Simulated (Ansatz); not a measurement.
Lattice constant a of GaP (model structure, started from the h-BN type, P6₃/mmc, No. 194, 4 atoms in the cell) at several levels of theory

No measured value is used here.

```csv
level (code),value (Å)
PBE (Ansatz),[?]
PBEsol (Ansatz),4.035
PBE-D3(BJ) (Ansatz),4.035
```

Fill in the missing entries.


- PBE (Ansatz, an electronic-structure program), value (Å): 4.061

Ansatz's density-functional and Hartree–Fock values are scalar-relativistic unless marked +SOC, with PAW data made under PBE.

A model structure was made by putting elements into a prototype or built by hand; it is no filed structure, need not be a known phase, and can be a saddle point held by its symmetry.
